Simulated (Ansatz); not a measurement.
Base system: Zr in the hcp (Mg type) structure (space group P6_3/mmc, No. 194; a = 3.244 Å, c = 5.158 Å; relaxed with 0.1 eV smearing). Axes: x lies along a and z along c of the hexagonal cell.

Computed with r2SCAN in Ansatz (plane waves to 500 eV, PAW, scalar-relativistic without spin-orbit coupling).

Before the change:

```
Property   Result
--------  -------
Band gap     zero
Pressure  0.0 GPa
```

Perturbation: uniaxial strain ε_xx = +0.50 %, all other strain components held at zero; the atoms relax in the strained cell.

How does this affect the band gap, pressure and energy relative to the base?

The band gap stays zero; the pressure (mean of the normal stresses, compression positive) goes from zero to -0.5 GPa; the energy hardly moves.

No phonon test of stability was made. All final runs are without spin polarisation.

Ansatz is an electronic-structure program.
